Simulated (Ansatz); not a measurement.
## PdCl₂ (P2₁/c, No. 14, 6 atoms in the cell; start mp-1018891)

These are HSE06 (Ansatz, a quantum-chemistry and plane-wave program, plane waves, PAW) values and carry that method's errors.

Numerical settings: plane-wave cutoff 500 eV, 4×6×4 k mesh (along the axes of the cell as run), gaussian smearing 0.02 eV, scalar-relativistic PAW data made under PBE.

Cell (relaxed with PBEsol):

```cif
data_Cl4Pd2
_chemical_formula_sum 'Pd2 Cl4'
_space_group_name_H-M_alt 'P21/c'
_space_group_IT_number 14
_space_group_name_Hall '-P 2ybc'
_cell_length_a 5.46399
_cell_length_b 4.23434
_cell_length_c 6.22908
_cell_angle_alpha 90.000
_cell_angle_beta 100.103
_cell_angle_gamma 90.000
loop_
_atom_site_label
_atom_site_type_symbol
_atom_site_symmetry_multiplicity
_atom_site_Wyckoff_symbol
_atom_site_fract_x
_atom_site_fract_y
_atom_site_fract_z
_atom_site_occupancy
Pd1 Pd 2 c 0.00000 0.00000 0.50000 1
Cl1 Cl 4 e 0.23249 0.32491 0.32073 1
```

```yaml
band_gap: 2.44 eV (on the SCF k mesh)
```

Note: cell and atoms aren't relaxed at this level (pressure 2.0 GPa); the cell has widely spaced layers and the level no dispersion term, so their spacing and the moduli can rest on weak binding.

Spin–orbit coupling is not included.

The computed numbers hold no vibrational or temperature effects.

A start named mp-… is a Materials Project structure, which need not be a measured phase.
